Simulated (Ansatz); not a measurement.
Consider CaO in the rock salt structure (space group Fm-3m, No. 225; a = 4.831 Å).

(Cell as relaxed with PBE.)

Levels (all Ansatz, a program for electronic structure, PAW): PBE (420 eV, no SOC); PBEsol (420 eV, no spin-orbit coupling).

Each level relaxes its own structure.

| base | PBE | PBEsol |
|---|---|---|
| volume per atom | 14.09 Å³ | 13.54 Å³ |
| lattice parameter a | 9.129 bohr | 9.009 bohr |
| band gap | 3.66 eV | 3.54 eV |

Perturbation: full substitution Ca → Sr, then cell and atoms are relaxed.

```json
[
 {"quantity": "band gap", "PBE": "3.33 eV", "PBEsol": "3.20 eV"},
 {"quantity": "lattice parameter a", "PBE": "9.817 bohr", "PBEsol": "9.680 bohr"},
 {"quantity": "smallest direct gap", "PBE": "3.42 eV", "PBEsol": "3.26 eV"},
 {"quantity": "electron mass", "PBE": "1.2 mₑ along k, 0.41 mₑ across (at X)", "PBEsol": "1.2 mₑ along k, 0.39 mₑ across (at X)"}
]
```

PBE's band gap lies 0.13 eV above PBEsol's; PBE's lattice parameter a lies 0.137 bohr above PBEsol's (1.4 %); PBE's smallest direct gap lies 0.16 eV above PBEsol's. Neither level is exact; PBEsol is the comparison here, not a measurement.

Masses are band curvatures over ±0.01 Å⁻¹ around the edge. Along k means along the line from Γ to the band edge. Whether these cells are dynamically stable was not tested.
